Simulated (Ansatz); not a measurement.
**Si, pressure series**

The parent structure is Si in the diamond structure (space group Fd-3m, No. 227; a = 5.4442 Å).

Cell and atoms are relaxed at each pressure.

Computed with r2SCAN in Ansatz (plane waves to 500 eV, PAW, no SOC).

Candidates:
(a) pressure −1 GPa
(b) pressure 30 GPa
(c) pressure 4.2 GPa

Base values:

The band gap is 0.78 eV.

**Question.** Order them by band gap, lowest first.

**Answer.** (b) pressure 30 GPa (0.34 eV), (c) pressure 4.2 GPa (0.70 eV), (a) pressure −1 GPa (0.79 eV)

Load acts through the strain it causes; cell and atoms are relaxed under it. Whether these cells are dynamically stable was not tested. Measured, Si leaves this structure (for the β-tin structure) near 12 GPa (room temperature; as listed in arXiv:1906.07825).

Ansatz is an electronic-structure program.
